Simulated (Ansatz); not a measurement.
Structure of amorphous Ti$_{20}$O$_{40}$Cu (periodic cell):

```xyz
61
Lattice="9.0767 0.0000 0.0000 0.0000 9.0767 0.0000 0.0000 0.0000 9.0767" Properties=species:S:1:pos:R:3 pbc="T T T"
Ti     3.0599     8.2531     2.4355
Ti     7.2369     4.6823     1.2866
Ti     9.0139     8.9893     3.8766
Ti     8.8605     7.6287     1.1851
Ti     2.5176     7.6716     8.0149
Ti     0.9543     2.8431     4.8069
Ti     2.9156     0.6592     5.5872
Ti     6.0818     3.0954     7.5926
Ti     8.4819     1.8760     1.5698
Ti     6.7478     4.5983     4.8671
Ti     1.9800     6.4050     4.6574
Ti     7.9850     6.7285     7.4081
Ti     4.8590     1.8621     1.7884
Ti     0.5359     3.9790     8.2703
Ti     4.6879     6.1540     6.4994
Ti     3.9741     4.2299     0.2005
Ti     6.1003     1.3117     5.1275
Ti     8.9223     1.0287     7.1753
Ti     5.3522     7.7026     0.5325
Ti     4.5579     5.5704     2.8078
O      4.9436     7.4297     2.4568
O      8.4435     8.3523     6.9182
O      6.4233     4.8733     3.0727
O      3.3156     7.6334     0.6088
O      2.2868     0.2449     7.3450
O      4.7353     0.5215     5.9433
O      5.4799     1.6622     3.4746
O      5.5702     0.3432     0.7751
O      1.5633     4.5897     4.5070
O      3.3146     0.9426     2.0670
O      0.1838     5.4282     7.2642
O      0.7173     2.8212     6.8416
O      6.8785     2.7584     1.5624
O      4.5734     5.6528     4.6922
O      5.3218     5.4999     0.8565
O      4.7750     4.6794     7.5162
O      1.1780     8.2640     2.2947
O      4.0305     3.7326     2.0415
O      7.2072     7.1584     0.0059
O      7.3375     4.1493     8.4259
O      2.7170     6.5397     6.4723
O      4.7274     7.5034     7.7410
O      2.7259     6.1621     2.8570
O      8.2282     3.6870     4.8253
O      7.1676     1.6504     6.9753
O      8.5263     5.9948     1.9096
O      6.7166     6.0869     6.1434
O      0.0383     1.3516     8.9680
O      7.3859     0.0953     4.5844
O      4.7618     2.5844     8.8789
O      2.8714     8.3129     4.3655
O      0.4037     7.2329     4.5741
O      0.3820     1.8402     3.1903
O      0.8462     7.3828     8.7785
O      8.0143     0.0429     2.0320
O      5.7659     3.2160     5.6635
O      0.7586     0.8420     5.3718
O      2.2475     4.4232     8.7933
O      0.0877     3.7332     1.1290
O      2.7716     2.3156     4.9633
Cu     0.9131     4.7583     2.6609
```

The numbers are results of PBE, scalar-relativistic without spin-orbit coupling (plane waves to 420 eV, PAW; Ansatz, an electronic-structure program), not measurements. In the spin-polarised cell the level spacing at the Fermi energy can part levels of unlike spin.

A CHGNet melt-quench gave the starting glass, which DFT then relaxed. O atoms were pushed apart under 1.9 Å during the dynamics, to hinder bonds among them. The hot cell started wider than the set density and was brought back towards it in steps. It is the lowest in DFT energy of 2 quenches. It is a model cell: composition and starting density were chosen by hand, and all elements were melted together. No dispersion term was used. Its density started from a set value of 3.69 and ended at 3.69 g/cm³. The simulated quench (nominally 360 K/ps over its main leg) is rapid and tends to freeze in more defects than a deposited or slowly cooled glass has. Values belong to this one cell and scatter from quench to quench. The volume was held where the preparation left it, at a PBE pressure of 2.9 GPa. Stress components on the final sampling reach 4.4 GPa. On a 2×2×2 Γ-centred mesh force components of up to 0.15 eV/Å stay, since the relaxation ran on the zone centre alone.

Neighbours within Ti-Ti 3.12 Å, Ti-O 2.54 Å, Ti-Cu 3.01 Å, O-O 1.58 Å, O-Cu 2.38 Å, Cu-Cu 2.90 Å count as bonded. Two cations that share two anions don't count as bonded, nor two that share one unless they lie closer than Ti-Ti 3.04 Å, Ti-Cu 2.93 Å, Cu-Cu 2.82 Å.

Q: Give the coordination numbers, mean bond lengths and angles.

A: 
The mean coordination of Ti by anions is 5.35 (13 with 5, 7 with 6); 1 close contacts or bonds to cations besides, the mean coordination of O is 2.77 (13 with 2, 23 with 3, 4 with 4) and the mean coordination of Cu by anions is 4.00 (1 with 4); 1 close contacts or bonds to cations besides. The mean Ti-O bond is 1.956 Å (spread 0.138 Å, 107 counted). The mean O-Cu bond is 2.086 Å (spread 0.129 Å, 4 counted), the bond angle at Ti is mean 104.9°, spread 27.9° and the bond angle at O is mean 117.4°, spread 20.2°. The bond angle at Cu is mean 104.4°, spread 31.4°.

Q: List the pairs of like atoms that count as bonded by the rules above.

A: There are none by these rules.
